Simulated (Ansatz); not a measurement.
Functionals compared on a constructed model of the (0001) surface of 4H silicon carbide, Si-terminated, C trimer, 2x2 (bottom of the slab: 4 H on 4 bottom sites), in Ansatz (plane waves, PAW). The structure was relaxed with PBE; the other rows are single points on it. Cutoff 420 eV (500 eV for r2SCAN).

Model: 39-atom slab, 11.2 Å thick at the start with caps and adatoms (thin: gaps and levels are the slab's own), 5x5x1 mesh, Fermi-Dirac 0.025 eV, dipole correction, 8 atoms held, the rest relaxed; symmetry of the start imposed; no spin (no spin-polarised run to compare, though such a face may carry moments), no spin-orbit, no U. The slab shows no gap on its mesh. It is one candidate, not shown to be the stable structure of the face. These notes are the PBE run's.

| functional | work function of the top face (eV) | rough cost of the single point |
|---|---|---|
| PBE | 4.55 | – |
| r2SCAN | 4.54 | roughly 120 core-seconds |

Ansatz is an electronic-structure program.
